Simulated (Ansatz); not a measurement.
Pressure series in CdSe

Base system: CdSe in the zinc blende structure (space group F-43m, No. 216; a = 6.007 Å).

Cell and atoms are relaxed at each pressure.

All numbers come from LDA (Ansatz, an electronic-structure program), spin-orbit coupling left out.

```tsv
P (GPa)	V (Å³/atom)
-2.01	28.149
-1.01	27.599
0.89	26.702
2.09	26.215
4.50	25.360
9.00	24.091
15.00	22.805
22.49	21.584
29.99	20.628
```

A third-order Birch–Murnaghan fit to these points gives V₀ = 27.10 Å³/atom, B₀ = 58 GPa and B₀′ = 4.6. At pressure 30 GPa the volume is 76.1 % of V₀.

Between the base and pressure 4.5 GPa the gap moves from 0.41 eV to 0.54 eV, a mean slope of 29 meV/GPa.

Load acts through the strain it causes; cell and atoms are relaxed under it. No phonon test of stability was made. Tetrahedral semiconductors of this kind turn to denser phases somewhere between about 1 and 50 GPa; those were not computed, so compressed cells here can lie past the real transition.
